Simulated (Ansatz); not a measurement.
Abridged Ansatz (an electronic-structure program) output:

```
Relaxation: its limit of steps is 50 (relax.max_steps)
Pseudopotential: Cu, paw, valence charge 19
Crystal: 1 atoms, lattice volume = 11.435 Å³
Basis set: ecut = 500 eV, 295 PW (Γ), exchange–correlation on 80×80×80 points (64 copies of the dense FFT grid, shifted against one another)
Bands: 14, of which v1, the nominal top of the filled ones, is band 10 counted from 1 (9 counted from 0)
Symmetry: 8 space group operations
k-points: 4505 of 32768
Functional: x = r2scan, c = r2scan; τ floored in thin density (d = 2e-4 eV/Å³)
SCF iter   1: F=—  HF=-6631.255441 eV  |F-HF|=—  |Δ(HF+E_count)|=         —  Δρ=4.01e-2  dr2=1.00e-1  dr2_τ=7.54e-4  ethr=1.77e-3  ⟨swp⟩=5.2  Hψ=314813  notcnv=0
SCF iter   2: F=—  HF=-6631.266485 eV  |F-HF|=—  |Δ(HF+E_count)|=   1.10e-2  Δρ=3.88e-2  dr2=9.24e-2  dr2_τ=1.08e-3  ethr=5.28e-4  ⟨swp⟩=2.6  Hψ=146468  notcnv=0  defer=722
SCF 1 converged in 8 iterations: F = -6631.237320 eV  dr2 = 2.59e-11
relax step   1: F+E_penalty+E_count = -6631.23732034 eV  Δ(F+E_penalty+E_count) = +0.000e0 eV  max|allowed force component| = 0.000e0 eV/Å  Δτ_max = 0.0000 Å  (8 SCF iters, accepted)
Crystal: 1 atoms, lattice volume = 11.435 Å³
SCF iter   1: F=—  HF=-6631.237320 eV  |F-HF|=—  |Δ(HF+E_count)|=         —  Δρ=6.74e-7  dr2=2.59e-11  dr2_τ=4.48e-13  ethr=1.00e-12  ⟨swp⟩=1.5  Hψ=351980  notcnv=0  defer=629
SCF iter   2: F=-6631.237320 eV  HF=-6631.237320 eV  |F-HF|=5.91e-11  |Δ(HF+E_count)|=  1.46e-11  Δρ=8.81e-7  dr2=4.98e-11  dr2_τ=4.47e-13  ethr=1.00e-12  ⟨swp⟩=4.0  Hψ=199717  notcnv=0
SCF 2 converged in 2 iterations: F = -6631.237320 eV  dr2 = 4.98e-11
SCF converged after 2 iterations
Free energy (F): -6631.237320 eV
Internal energy: -6631.228028 eV  (E = F + TS)
E sigma→0 (E₀):  -6631.232674 eV
Entropy (-TS):   -0.009292 eV (-9.292 meV/atom)
Fermi energy:    17.287750 eV
--- Forces (eV/Å), atoms counted from 1 ---
  atom   1  Cu     0.00000000     0.00000000    -0.00000000
--- Stress (GPa, compression-positive) ---
        0.460898      -3.687453      -0.000000
       -3.687453       0.460898       0.000000
       -0.000000       0.000000      -0.068235
  P = ⅓ Tr σ = 0.2845 GPa (2.845 kbar)
--- Relaxed structure (1 steps of the walk, 1 accepted, 0 SCFs on fresh bases) ---
  atoms:
    - { symbol: Cu, position: [0.0, 0.0, 0.0] }
```

### Question
What was computed, and what are the main results?

### Answer
Cu, 1 atom in the cell, with Ansatz r2SCAN, without spin-orbit coupling. The last SCF converged to F = -6631.237320 eV, or -6631.2373 eV per atom, at a pressure of 0.28 GPa. The total energy compares only with runs of the same code, potentials and settings.

The cells carry an imposed strain or load. No phonon test of stability was made. The final runs are not spin-polarised. The cell was made from Cu in the fcc (Cu type) structure (space group Fm-3m, No. 225) by this change: tensor shear ε_xy = +2.00 %.

Keys are those of Ansatz 0.2.
